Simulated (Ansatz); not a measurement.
Structures of equal composition on the (0001) surface of hcp Ti: a pseudomorphic layer of Ru in the host's stacking; a pseudomorphic layer of Ru in the other hollow. The slabs share one bottom face, and each structure is named by its start. These are constructed structures in small cells; real faces may alloy, dewet or reconstruct in larger ones, and not all known structures of the face are among them. Slabs of about 12 Å with all that they carry, Fermi-Dirac smearing of 0.1 eV. Bottom of the slabs: a bare face, its two planes held. Relaxed from the named starts with such symmetry as they have, on meshes of like density; energies extrapolated to zero smearing; no spin-orbit coupling, no U. Spin-polarised runs, if any, are marked in brackets, and their order is one that fits the cell; the others ran without spin.

Method: PBE (plane waves to 420 eV, PAW; Ansatz, a program for electronic structure).

### Question
Put the candidates in order of energy per 1x1 cell, lowest first, for PBE.

### Answer
a pseudomorphic layer of Ru in the other hollow (0.000 eV), a pseudomorphic layer of Ru in the host's stacking (0.031 eV)
